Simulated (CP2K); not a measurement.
Band structure of ZrS₂ (P-3m1, 3 atoms in the cell).

```yaml
crystal:
  lattice:
    - [3.76484, 0.00000, 0.00000]
    - [-1.88242, 3.26045, 0.00000]
    - [0.00000, 0.00000, 6.16130]
  atoms:
    - { symbol: Zr, position: [0.00000, 0.00000, 0.00000] }
    - { symbol: S, position: [0.66667, 0.33333, 0.76209] }
    - { symbol: S, position: [0.33333, 0.66667, 0.23791] }
```

Level of theory: CP2K with PBE, GPW, DZVP-MOLOPT-SR-GTH basis, GTH-PBE potentials (GTH_POTENTIALS).

Settings: CUTOFF = 500 Ry; REL_CUTOFF = 60 Ry; KPOINTS/SCHEME = MONKHORST-PACK 8 8 5; GAMMA_CENTERED = T; XC_FUNCTIONAL = PBE; Zr/BASIS_SET = DZVP-MOLOPT-SR-GTH-q12; Zr/POTENTIAL = GTH-PBE-q12; S/BASIS_SET = DZVP-MOLOPT-SR-GTH-q6; S/POTENTIAL = GTH-PBE-q6; METHOD = GPW; EPS_DEFAULT = 1e-11; EXTRAPOLATION = USE_GUESS; NGRIDS = 5; SCF_GUESS = ATOMIC.

The starting cell comes from a database of computed structures (which also holds hypothetical and non-ambient phases and stackings), without a prior relaxation at this level. Its lattice was rescaled by a random factor within 2.5 % of one. Values carry the incompleteness of an atom-centred basis.

Problem. Predict the gap along the standard path and the places of the band edges.

Solution. The gap along the path is 1.03 eV, from a point between Γ and M to L; the smallest direct gap on it is 1.55 eV.

Levels in eV from the top of the valence band on the SCF mesh, bands 9 to 13:
```json
[
 {"point": "Γ", "9": "-2.65", "10": "-0.12", "11": "-0.12", "12": "-0.03", "13": "1.52"},
 {"point": "M", "9": "-2.34", "10": "-2.21", "11": "-1.54", "12": "-1.16", "13": "1.15"},
 {"point": "K", "9": "-3.10", "10": "-1.88", "11": "-1.88", "12": "-1.40", "13": "2.11"},
 {"point": "A", "9": "-2.62", "10": "-1.41", "11": "-0.21", "12": "-0.21", "13": "1.50"},
 {"point": "L", "9": "-2.44", "10": "-2.08", "11": "-0.98", "12": "-0.78", "13": "1.03"},
 {"point": "H", "9": "-2.94", "10": "-1.77", "11": "-1.67", "12": "-1.67", "13": "2.19"}
]
```

Higher empty bands are left out: an atom-centred basis made for the valence describes them poorly.
